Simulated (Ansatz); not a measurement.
Start from CdSe in the zinc blende structure (space group F-43m, No. 216; a = 6.1332 Å). Axes: x, y, z lie along the cube axes.

Computed with r2SCAN (Ansatz, a first-principles code; PAW; 500 eV plane waves; scalar-relativistic without spin-orbit coupling).

Base values:

| Property | Value |
|---|---|
| Valence-band top at Γ | 0.00, 0.00, 0.00 eV |

Now apply this change: tensile biaxial strain of 1.67 % in the plane normal to [111], as in epitaxy on a mismatched substrate; the out-of-plane cell vector and the atoms relax.

**Question.** Predict the new energy relative to the base.

**Answer.** The energy rises by 4.2 meV/atom.

**Question.** What happens to the valence-band top at Γ?

**Answer.** The valence-band top at Γ (three highest levels, from the VBM) goes from 0.00, 0.00, 0.00 eV to 0.00, -0.12, -0.12 eV.

The levels and masses belong to the bands next to the band gap. Stability against distortions was not tested.
